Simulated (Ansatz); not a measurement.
The starting structures come from a database of crystals and need not be the phases stable at ambient conditions.

 Where the default PAW files enter, the runs use the earlier of Ansatz's two default sets.

Tunnelling through a barrier is set by its complex band structure: the current falls as exp(−2κd) with the smallest κ.

Input:

```yaml
crystal:
  lattice:
    - [3.80831, 0.00000, 0.00000]
    - [-1.90415, 3.29809, 0.00000]
    - [1.90415, 1.09936, 6.43081]
  atoms:
    - { symbol: Ga, position: [0.12926, 0.56463, 0.30611] }
    - { symbol: Ga, position: [0.87074, 0.43537, 0.69389] }
    - { symbol: P, position: [0.88523, 0.94261, 0.17216] }
    - { symbol: P, position: [0.11477, 0.05739, 0.82784] }
```

Space group of this cell: R-3m. The cell is strained (lengths across the current scaled by 0.98, ions clamped); by r2SCAN its mean pressure is 0.7 GPa.

Transport runs along the normal of the first two printed cell vectors, the (001) (indices of the unstrained crystal) plane of the conventional cell.

The gap is the functional's own. No spin-orbit coupling. Mid-gap values are interpolated on the energy grid.

Q: Give the band gap and the smallest decay constant κ at mid-gap that r2SCAN in Ansatz (a first-principles code) yields.

A: Gap 0.96 eV on a 10×10×10 mesh; κ = 0.091 1/Å, at the zone centre.
